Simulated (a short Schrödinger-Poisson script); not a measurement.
Stack: symmetric double-gate stack, HfO2 on p-type Si(110), at 300 K.

```csv
layer,material,thickness (nm),Na (cm⁻³)
1,HfO2,7.8,-
2,Si,8,1e18
3,HfO2,7.8,-
```

Constants are typed, rounded textbook-type inputs, not results; the design itself was drawn at random and stands for no fabricated device. HfO2: permittivity 22, conduction-band edge (eV) 1.55, gap (eV) 5.7, electron mass (mₑ) 0.2. Si: permittivity 11.7, conduction-band edge (eV) 0, gap (eV) 1.124, Nv at 300 K (cm⁻³) 3.1e19.

Channel valleys (confinement mass, in-plane density-of-states mass, number): Δ4 0.315, 0.324, 4; Δ2 0.19, 0.417, 2. At the gates, both at one voltage, the conduction-band edge of layer 1 lies 1.57 eV − eVg above the Fermi level of the channel. Gaps are held at their typed values at every temperature. Mesh 0.03 nm at interfaces.

From a short Schrödinger-Poisson script (our own, NumPy): 1D Poisson equation in equilibrium, electrons classical, Fermi-Dirac, parabolic valleys, classical holes, full ionisation, no traps, pinning or gate leakage.

The same stack at other levels of the model or other numerical settings:

```json
[
 {"run": "base", "sheet density of all electrons at Vg = 0.7 V (cm⁻²)": "1.77e13", "sheet density of all electrons at Vg = 0.1 V (cm⁻²)": "2.56e12", "capacitance of both gates at Vg = 0.7 V (μF/cm²)": "4.29", "gate voltage at 1e11 electrons/cm² (V)": "-0.08", "rough cost against the base": "about 1"},
 {"run": "electrons treated as classical, Boltzmann", "sheet density of all electrons at Vg = 0.7 V (cm⁻²)": "…", "sheet density of all electrons at Vg = 0.1 V (cm⁻²)": "2.60e12", "capacitance of both gates at Vg = 0.7 V (μF/cm²)": "4.59", "gate voltage at 1e11 electrons/cm² (V)": "-0.08", "rough cost against the base": "0.3"},
 {"run": "electrons treated as quantum, Hartree", "sheet density of all electrons at Vg = 0.7 V (cm⁻²)": "…", "sheet density of all electrons at Vg = 0.1 V (cm⁻²)": "1.81e12", "capacitance of both gates at Vg = 0.7 V (μF/cm²)": "3.54", "gate voltage at 1e11 electrons/cm² (V)": "…", "rough cost against the base": "7"},
 {"run": "mesh six times as coarse", "sheet density of all electrons at Vg = 0.7 V (cm⁻²)": "1.74e13", "sheet density of all electrons at Vg = 0.1 V (cm⁻²)": "2.53e12", "capacitance of both gates at Vg = 0.7 V (μF/cm²)": "4.22", "gate voltage at 1e11 electrons/cm² (V)": "-0.08", "rough cost against the base": "0.4"}
]
```

Question: What belongs in the gaps?

Answer: 
- electrons treated as quantum, Hartree, sheet density of all electrons at Vg = 0.7 V (cm⁻²): 1.38e13
- electrons treated as quantum, Hartree, gate voltage at 1e11 electrons/cm² (V): -0.06
- electrons treated as classical, Boltzmann, sheet density of all electrons at Vg = 0.7 V (cm⁻²): 1.85e13

The classical rows ignore confinement, and Boltzmann statistics overrate the density once the band edge passes the Fermi level.
